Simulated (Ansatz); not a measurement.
System: TlBr (Fm-3m, No. 225, 2 atoms in the cell; start mp-568560; metastable phase). Method: HSE06 (Ansatz, a first-principles code, plane waves, PAW).

From the output:

```
WARN output.stress: scf.exx.energy_threshold = 1e-6 eV is looser than the 2e-8 eV advised for a stress under a hybrid functional (1e-8 eV for each atom of the …
Crystal: 2 atoms, lattice volume = 77.826 Å³
Basis set: ecut = 460 eV, 1807 PW (Γ), exchange–correlation on 72×72×72 points (8 copies of the dense FFT grid, shifted against one another)
Bands: 14, of which v1, the nominal top of the filled ones, is band 10 counted from 1 (9 counted from 0)
Symmetry: 48 space group operations
Space group: Fm-3m (ITA 225), of the structure as read, at distance tolerance 4.3e-5 Å
k-points: 16 of 216
SCF iter   1: F=—  HF=-14229.095620 eV  |F-HF|=—  |Δ(HF+E_count)|=         —  Δρ=9.97e-4  dr2=1.29e-3
SCF iter   2: F=-14229.095831 eV  HF=-14229.095811 eV  |F-HF|=2.09e-5  |Δ(HF+E_count)|=   1.91e-4  Δρ=3.48e-4  dr2=1.07e-4
Crystal: 2 atoms, lattice volume = 77.826 Å³
Initial density: handed on by an earlier stage of this run
  ...
Crystal: 2 atoms, lattice volume = 77.826 Å³
SCF iter   4: F=—  HF=-14234.474713 eV  |F-HF|=—  |Δ(HF+E_count)|=   8.44e-9  Δρ=1.90e-6  dr2=1.44e-9
SCF iter   5: F=-14234.474713 eV  HF=-14234.474713 eV  |F-HF|=7.28e-12  |Δ(HF+E_count)|=  1.42e-10  Δρ=1.64e-7  dr2=6.95e-11
SCF 3 converged in 5 iterations: F = -14234.474713 eV  dr2 = 6.95e-11
Free energy (F): -14234.474713 eV
Internal energy: -14234.474713 eV  (E = F + TS)
E sigma→0 (E₀):  -14234.474713 eV
Fermi energy:    4.181778 eV
--- Stress (GPa, compression-positive) ---
       -0.135444      -0.000000       0.000000
        0.000000      -0.135444      -0.000000
       -0.000000       0.000000      -0.135444
  P = ⅓ Tr σ = -0.1354 GPa (-1.354 kbar)
```

Problem. Write an input file that could have produced this run (the log leaves some choices open).

Solution. Several could match; the one computed here: 
Ansatz 0.2 input:
```yaml
crystal:
  lattice:
    - [0.0, 3.3886879215, 3.3886879215]
    - [3.3886879215, 0.0, 3.3886879215]
    - [3.3886879215, 3.3886879215, 0.0]
  atoms:
    - { symbol: Tl, position: [0.0, 0.0, 0.0] }
    - { symbol: Br, position: [0.5, 0.5, 0.5] }
basis:
  ecutwfc: 460
  ecutrho_ratio: 4
  xc_grid: 2
kpoints:
  mp_grid: { grid: [6, 6, 6] }
hamiltonian:
  xc: hse06
  dispersion: none
  pseudopotentials: { kind: paw }
scf:
  occupations: { method: fermi_dirac, width: 0.01 }
  convergence: { dr2_threshold: 0.0000000002 }
output:
  forces: true
  stress: true
  eigenvalues: true
```

The PAW data were made under PBE.

A start named mp-… is a Materials Project structure, which need not be a measured phase.
